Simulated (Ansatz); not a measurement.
For SrAlHO₂ (model structure, started from the SrVO2H type, P4/mmm, No. 123, 5 atoms in the cell), LDA (PAW; Ansatz, an electronic-structure program) gives:

```
Quantity                              Result
------------------------------  ------------
equilibrium lattice constant a       3.735 Å
c axis length                        3.618 Å
bulk modulus                         151 GPa
cohesive energy                 5.77 eV/atom
band gap                             3.64 eV
```

**Question.** What does PBE in Ansatz (PAW) give for the same quantities?

**Answer.** 
- lattice constant a: 3.814 Å (increases by 2.1 %)
- lattice parameter c: 3.705 Å (rises by 2.4 %)
- bulk modulus: 129 GPa (shrinks by 15 %)
- cohesive energy: 4.92 eV/atom (decreases by 0.85 eV/atom)
- band gap: 3.22 eV (drops by 0.42 eV)

Changes are worked out from the printed values.

Unless a cell is named, each level is at its own relaxed cell (LDA 10.09, PBE 10.78 Å³/atom).

Spin–orbit coupling is included only where a level's name says +SOC; with heavier elements it mostly lowers gaps and can invert bands. Density-functional gaps are differences of (generalised) Kohn–Sham levels.

Caveats: the bulk modulus is −V dP/dV from two relaxed cells at ±2 % in volume (LDA, PBE). Ansatz's density-functional and Hartree–Fock values are scalar-relativistic unless marked +SOC, with PAW data made under PBE.

A model structure was made by putting elements into a prototype or built by hand; it is no filed structure, need not be a known phase, and can be a saddle point held by its symmetry.
